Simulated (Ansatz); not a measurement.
Consider C in the diamond structure (space group Fd-3m, No. 227; a = 3.532 Å). Axes: x, y, z lie along the cube axes.

All numbers come from Ansatz (a first-principles code) LDA, without spin-orbit coupling.

Base values:

| Item | Result |
|---|---|
| Valence-band top at Γ | 0.00, 0.00, 0.00 eV |
| Band gap | 4.17 eV |

One thing is altered: tensor shear ε_xy = +1.71 % (engineering shear γ = 0.0342); the atoms relax in the strained cell.

Problem. How does this affect the valence-band top at Γ?

Solution. The valence-band top at Γ (three highest levels, from the VBM) changes from 0.00, 0.00, 0.00 eV to 0.00, -0.10, -0.13 eV.

Problem. How does this affect the stress?

Solution. The stress (xx, yy, zz, yz, xz, xy; compression positive) amounts to (0.79, 0.79, 0.07, 0.00, 0.00, -20.30) GPa.

Problem. How does this affect the band gap?

Solution. The band gap drops by 0.22 eV (4.17 eV → 3.95 eV).

Problem. What does the calculation give for the energy relative to the base after the change?

Solution. The energy rises by 12 meV/atom.

Stability against distortions was not tested.
